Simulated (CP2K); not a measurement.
A self-consistent single point of YSI (P1, 3 atoms in the cell) with CP2K.

Method of the run: LDA (Pade form), GPW, DZVP-MOLOPT-SR-GTH basis, GTH-PADE potentials (GTH_POTENTIALS) run with CP2K.

```xyz
3
Lattice="4.5437 0.0000 0.0000 -2.2719 3.9350 0.0000 0.0000 0.0000 5.1426" Properties=species:S:1:pos:R:3 pbc="T T T"
Y      0.0035     0.0316     0.0563
S      0.0098     2.6304    -0.0012
I      2.2585     1.2730     2.5162
```

Reference input (self-consistent single point, DFT PBEsol, GPW, DZVP-MOLOPT-SR-GTH basis, GTH-PBE potentials (GTH_POTENTIALS)): CUTOFF = 500 Ry; REL_CUTOFF = 50 Ry; SMEAR/METHOD = FERMI_DIRAC; ELECTRONIC_TEMPERATURE = 232.09 K; KPOINTS/SCHEME = MACDONALD 4 4 4 0.125 0.125 0.125; XC_FUNCTIONAL = PBE:PBESOL; Y/BASIS_SET = DZVP-MOLOPT-SR-GTH-q11; Y/POTENTIAL = GTH-PBE-q11; S/BASIS_SET = DZVP-MOLOPT-SR-GTH-q6; S/POTENTIAL = GTH-PBE-q6; I/BASIS_SET = DZVP-MOLOPT-SR-GTH-q7; I/POTENTIAL = GTH-PBE-q7. This run's input differs from it in these lines:

```diff
@@ -43,6 +43,3 @@
     &XC
-      &XC_FUNCTIONAL
-        &PBE
-          PARAMETRIZATION PBESOL
-        &END PBE
+      &XC_FUNCTIONAL PADE
       &END XC_FUNCTIONAL
@@ -79,3 +76,3 @@
       BASIS_SET DZVP-MOLOPT-SR-GTH-q11
-      POTENTIAL GTH-PBE-q11
+      POTENTIAL GTH-PADE-q11
     &END KIND
@@ -83,3 +80,3 @@
       BASIS_SET DZVP-MOLOPT-SR-GTH-q6
-      POTENTIAL GTH-PBE-q6
+      POTENTIAL GTH-PADE-q6
     &END KIND
@@ -87,3 +84,3 @@
       BASIS_SET DZVP-MOLOPT-SR-GTH-q7
-      POTENTIAL GTH-PBE-q7
+      POTENTIAL GTH-PADE-q7
     &END KIND
```

The program printed (abridged):

```
 SCF WAVEFUNCTION OPTIMIZATION

  Step     Update method      Time    Convergence         Total energy    Change
     1 NoMix/Diag. 0.20E+00      -     2.06009933       -60.3865232008 -6.04E+01
     2 Broy./Diag. 0.20E+00      -     0.02635938       -60.2841285927  1.02E-01
     3 Broy./Diag. 0.20E+00      -     0.17207630       -60.2738553635  1.03E-02
     4 Broy./Diag. 0.20E+00      -     0.03652106       -60.3900650233 -1.16E-01
     5 Broy./Diag. 0.20E+00      -     0.03317164       -60.2958852501  9.42E-02
     6 Broy./Diag. 0.20E+00      -     0.00759980       -60.2994604695 -3.58E-03
   [... 12 lines left out ...]
    19 Broy./Diag. 0.20E+00      -     0.00000164       -60.3087124651 -3.41E-06
    20 Broy./Diag. 0.20E+00      -     0.00000019       -60.3087172810 -4.82E-06
    21 Broy./Diag. 0.20E+00      -     0.00000026       -60.3087176814 -4.00E-07
    22 Broy./Diag. 0.20E+00      -     0.00000005       -60.3087187522 -1.07E-06
  *** SCF run converged in    22 steps ***

  Overlap energy of the core charge distribution:               0.00000000000023
  Self energy of the core charge distribution:               -120.72278429165198
  Core Hamiltonian energy:                                     25.74710949194306
  Hartree energy:                                              44.12989710677499
  Exchange-correlation energy:                                 -9.46294105929735
  Electronic entropic energy:                                  -0.00000000000001
  Fermi energy:                                                 0.19293948420512

  Total energy:                                               -60.30871875223106
  Total energy (extrapolated to T->0):                        -60.30871875223105

                     Mulliken Population Analysis

   [... lines left out ...]

 STRESS| Analytical stress tensor [bar]
 STRESS|                        x                   y                   z
 STRESS|      x       -5.16181503208E+04  -3.91781057754E+02   2.26847866042E+02
 STRESS|      y       -3.91781057754E+02  -3.97727653264E+04   1.74064162637E+02
 STRESS|      z        2.26847866042E+02   1.74064162637E+02  -3.36403932875E+04
 STRESS| 1/3 Trace                                            -4.16771029782E+04
```

The run converged in 22 iterations. Against the reference run the pressure goes from -2.36 to -4.17 GPa, the largest force moves little (0.251 to 0.250 eV/Å) and the gap on the mesh goes from 1.188 to 1.140 eV.

The starting cell comes from a database of computed structures (which also holds hypothetical and non-ambient phases and stackings), without a prior relaxation at this level. Its atoms were displaced at random from the sites of space group no. 187. Spin-orbit coupling is off. Values carry the incompleteness of an atom-centred basis. With a pressure of about -4 GPa the cell is away from its equilibrium volume at this level.

Cost on one core of a shared machine: roughly 40 s.
